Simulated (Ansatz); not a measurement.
# Parameter sweep on Pb (Fm-3m, 1 atom in the cell)

```
Pb
1.0
    0.00000     2.48353     2.48353
    2.48353     0.00000     2.48353
    2.48353     2.48353     0.00000
Pb
1
Direct
  0.00000   0.00000   0.00000
```

Base run A: PBE, harder PAW files (source: ansatz) in Ansatz (a program for electronic structure), self-consistent single point.

Its settings: basis.ecutwfc = 580 eV; kpoints.mp_grid.grid = 8 8 8; hamiltonian.xc = pbe; hamiltonian.pseudopotentials = {kind: paw, source: ansatz}; scf.occupations.method = cold; scf.occupations.width = 0.2 eV.

The starting cell comes from a database of computed structures (which also holds hypothetical and non-ambient phases and stackings), without a prior relaxation at this level. Its lattice was rescaled by a random factor within 2.5 % of one. Ansatz's pressure includes its estimate of the finite-basis (Pulay) stress.

ΔF is the free energy per atom less that of run A. 

Run A gave: pressure (GPa) 1.99; TS (meV/atom) -3.9; k-points 29.

Runs:
- B: kpoints.mp_grid.grid, scf.occupations.width = 5 5 5, 0.03 eV
- C: kpoints.mp_grid.grid, scf.occupations.width = 5 5 5, 0.1 eV
- D: kpoints.mp_grid.grid, scf.occupations.width = 5 5 5, 0.3 eV
- E: kpoints.mp_grid.grid, scf.occupations.width = 6 6 6, 0.03 eV
- F: kpoints.mp_grid.grid, scf.occupations.width = 6 6 6, 0.1 eV
- G: kpoints.mp_grid.grid, scf.occupations.width = 6 6 6, 0.3 eV
- H: kpoints.mp_grid.grid, scf.occupations.width = 8 8 8, 0.03 eV
- I: kpoints.mp_grid.grid, scf.occupations.width = 8 8 8, 0.1 eV
- J: kpoints.mp_grid.grid, scf.occupations.width = 8 8 8, 0.3 eV
- K: kpoints.mp_grid.grid, scf.occupations.width = 9 9 9, 0.03 eV
- L: kpoints.mp_grid.grid, scf.occupations.width = 9 9 9, 0.1 eV
- M: kpoints.mp_grid.grid, scf.occupations.width = 9 9 9, 0.3 eV

### Question
What does run F change against A?

### Answer
The free energy rises by 114 meV/atom and the pressure goes from 1.99 to 2.62 GPa.

### Question
What does run M change against A?

### Answer
The free energy rises by 1.3 meV/atom and the pressure goes from 1.99 to 1.85 GPa.

| run | ΔF (meV/atom) | pressure (GPa) | TS (meV/atom) | k-points |
|---|---|---|---|---|
| A | 0.00 | 1.99 | -3.9 | 29 |
| B | 52.9 | 1.43 | 1.6 | 10 |
| C | 49.3 | 1.43 | 5.2 | 10 |
| D | 42.9 | 1.42 | 7.9 | 10 |
| E | 113.5 | 2.72 | 0.7 | 16 |
| F | 113.9 | 2.62 | -3.9 | 16 |
| G | 110.3 | 3.01 | 18.2 | 16 |
| H | -2.3 | 2.14 | -0.1 | 29 |
| I | -1.67 | 2.11 | -1.4 | 29 |
| J | 1.81 | 1.87 | -4.1 | 29 |
| K | -3.4 | 1.76 | 0.3 | 35 |
| L | -4.1 | 1.78 | 0.6 | 35 |
| M | 1.25 | 1.85 | -7.1 | 35 |

Keys are those of Ansatz 0.2.
